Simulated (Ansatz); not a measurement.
**The (21-32) surface of hexagonal WC in its 1x1 cell (cut with top plane C, bottom plane W), outermost plane spacing 0.26 Å in the ideal cut (one of several cuts of this face)**

The numbers are results of PBE (plane waves to 420 eV, PAW; Ansatz, an electronic-structure program), not measurements.

Set-up: 28 atoms, C14W14, 10.6 Å thick at the start; mesh 9x6x1; 0.1 eV smearing; dipole correction on; all atoms relaxed; no symmetry held; no spin, no spin-orbit, no U.

- work function of the top face = 4.25 eV
- energy released by relaxation = 1.20 eV
- cost = about 40 core-minutes (a rough figure)
